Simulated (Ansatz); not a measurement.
Start from ZrRh (space group Pnma, No. 62).

```
ZrRh
1.0
    6.05513     0.00000     0.00000
    0.00000     4.43946     0.00000
    0.00000     0.00000     5.25186
Zr Rh
4 4
Direct
  0.82494   0.75000   0.85909
  0.17506   0.25000   0.14091
  0.67506   0.25000   0.35909
  0.32494   0.75000   0.64091
  0.45309   0.75000   0.16832
  0.54691   0.25000   0.83168
  0.04691   0.25000   0.66832
  0.95309   0.75000   0.33168
```

Cartesian axes are those of the cell as printed.

The values are results of Ansatz (a first-principles code) PBEsol, no spin-orbit coupling, not measurements.

Strains are applied to the cell and any free atomic positions relax.

One change was made to it. Results:

```csv
quantity,base,after
"pressure (mean of the normal stresses, compression positive)",0.0 GPa,-12.1 GPa
energy relative to the base (free energy F),0 meV/atom,+63 meV/atom
band gap,zero,zero
```

Task: Which of these changes matches the shifts?
(A) strain tensor (xx, yy, zz, yz, xz, xy) = (+1.79, +1.24, −2.24, +1.22, −1.24, +0.66) %
(B) isotropic strain +1.05 %
(C) isotropic strain +2.83 %
(D) strain tensor (xx, yy, zz, yz, xz, xy) = (+2.25, +1.36, −0.68, −1.64, +1.02, −0.36) %

Result: C, isotropic strain +2.83 %. For comparison, the energy relative to the base in the other runs: strain tensor (xx, yy, zz, yz, xz, xy) = (+1.79, +1.24, −2.24, +1.22, −1.24, +0.66) % gives +8.7 meV/atom; isotropic strain +1.05 % gives +9.2 meV/atom; strain tensor (xx, yy, zz, yz, xz, xy) = (+2.25, +1.36, −0.68, −1.64, +1.02, −0.36) % gives +13 meV/atom.

Without a gap, meshes like the base's 8×11×9 leave anisotropic stresses uncertain by several tenths of a GPa, and small strain energies with them. Whether these cells are dynamically stable was not tested. All final runs are without spin polarisation.
